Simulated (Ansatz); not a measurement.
**Effect of tensor shear ε_xy = +1.71 % on MgS**

Start from MgS in the rock salt structure (space group Fm-3m, No. 225; a = 5.1292 Å). Axes: x, y, z lie along the cube axes.

Modification: a pure shear with ε_xy = ε_yx = 0.0171; the atoms relax in the strained cell.

Level of theory: LDA in Ansatz (plane waves to 420 eV, PAW, scalar-relativistic without spin-orbit coupling). k-mesh 11×11×11 (Γ-centred); smearing 0.05 eV (Fermi–Dirac).

```json
[
 {"quantity": "volume per atom", "base": "16.87 Å³", "changed": "16.86 Å³", "shift": "-0.005 Å³"},
 {"quantity": "space group", "base": "Fm-3m (No. 225)", "changed": "Immm (No. 71)", "shift": "–"},
 {"quantity": "energy relative to the base (free energy F)", "base": "0 meV/atom", "changed": "+3.5 meV/atom", "shift": "+3.5 meV/atom"},
 {"quantity": "pressure (mean of the normal stresses, compression positive)", "base": "0.00 GPa", "changed": "0.02 GPa", "shift": "+0.026 GPa"},
 {"quantity": "band gap", "base": "2.65 eV", "changed": "2.43 eV", "shift": "-0.22 eV"},
 {"quantity": "gap character", "base": "–", "changed": "indirect, Γ → X", "shift": "–"},
 {"quantity": "smallest direct gap", "base": "3.83 eV", "changed": "3.64 eV", "shift": "-0.19 eV"},
 {"quantity": "valence-band top at Γ (three highest levels, from the VBM)", "base": "0.00, 0.00, 0.00 eV", "changed": "0.00, -0.17, -0.33 eV", "shift": "–"},
 {"quantity": "stress (xx, yy, zz, yz, xz, xy; compression positive)", "base": "–", "changed": "(0.06, 0.06, -0.05, 0.00, 0.00, -1.95) GPa", "shift": "–"}
]
```

No phonon test of stability was made. Labels are those of the standard path for the cell's own space group.

Ansatz is a first-principles code.
